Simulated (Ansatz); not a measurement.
**Effect of pressure 0.7 GPa on NiO**

Start from NiO in the rock salt structure (space group Fm-3m, No. 225; a = 4.1172 Å; ferromagnetic).

Modification: cell and atoms relaxed at a pressure of 0.7 GPa.

Computed with PBEsol/PAW in Ansatz (an electronic-structure program), without spin-orbit coupling, earlier PAW set. Settings: 19×19×19 k-points, 0.05 eV Fermi–Dirac smearing.

| quantity | base | changed | shift |
|---|---|---|---|
| volume per atom | 8.72 Å³ | 8.69 Å³ | -0.03 Å³ |
| density | 7.11 g/cm³ | 7.13 g/cm³ | +0.026 g/cm³ |
| lattice parameter a | 4.117 Å | 4.112 Å | -0.005 Å |
| shortest interatomic distance | 2.059 Å | 2.056 Å | -0.0025 Å |
| enthalpy H = E + PV relative to the base's energy | – | +0.04 eV/atom | – |
| band gap | zero | zero | – |
| magnetic state | ferromagnetic | ferromagnetic | – |
| largest site moment | 1.04 μB | 1.02 μB | -0.02 μB |

Load acts through the strain it causes; cell and atoms are relaxed under it. Stability against distortions was not tested. No Hubbard U is applied and the magnetic state is the run's own (NiO ferromagnetic); other magnetic orders, which need larger cells, were not tried and can change the gap. In its common phase, real NiO is an antiferromagnetic insulator at low temperature.
